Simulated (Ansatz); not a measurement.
Reference: PdTe (P6_3/mmc), PBEsol, DFPT electron-phonon coupling, linearised Boltzmann equation (plane waves, PAW, scalar-relativistic; Ansatz, a program for electronic structure); geometry: relaxed with this functional, without spin-orbit coupling.

```
CELL_PARAMETERS angstrom
      4.15717     0.00000     0.00000
     -2.07858     3.60021     0.00000
      0.00000     0.00000     5.61249
ATOMIC_POSITIONS crystal
  Te 0.33333 0.66667 0.25000
  Te 0.66667 0.33333 0.75000
  Pd 0.00000 0.00000 0.00000
  Pd 0.00000 0.00000 0.50000
```

| Item | Result |
|---|---|
| resistivity at 300 K | 23 μΩ·cm |

Problem. Swap Te for Sb, keeping the structure type. How do these values move?

Solution. PdSb (P6_3/mmc): volume per atom 21.0 to 20.2 Å³; resistivity at 300 K falls (23 μΩ·cm to 14.7 μΩ·cm).

Problem. Replace Pd by Co on the same sites and relax. What happens?

Solution. CoTe (P6_3/mmc): volume per atom 21.0 to 16.7 Å³; resistivity at 300 K falls (23 μΩ·cm to 18.0 μΩ·cm).

Problem. Replace Te by Bi on the same sites and relax. What happens?

Solution. PdBi (P6_3/mmc): volume per atom 21.0 to 22.1 Å³; resistivity at 300 K falls (23 μΩ·cm to 11.7 μΩ·cm).

Moves up to 14 % count as about the same. Metals; harmonic phonons alone scatter; means over directions. Halving the electron mesh moves these values by up to 10 %; q meshes are mostly untested. Some of the runs warned that the eigensolver left states short of its tolerance. Spin-orbit coupling is left out.

Formula and space group known from diffraction (Crystallography Open Database), not checked to be the room-temperature form: CoTe (P6_3/mmc), PdBi (P6_3/mmc), PdSb (P6_3/mmc), PdTe (P6_3/mmc). Treated as nonmagnetic (a ferromagnetic start lost its moment, other orders weren't tried): CoTe (P6_3/mmc). The missing spin-orbit coupling matters most for PdBi (P6_3/mmc).
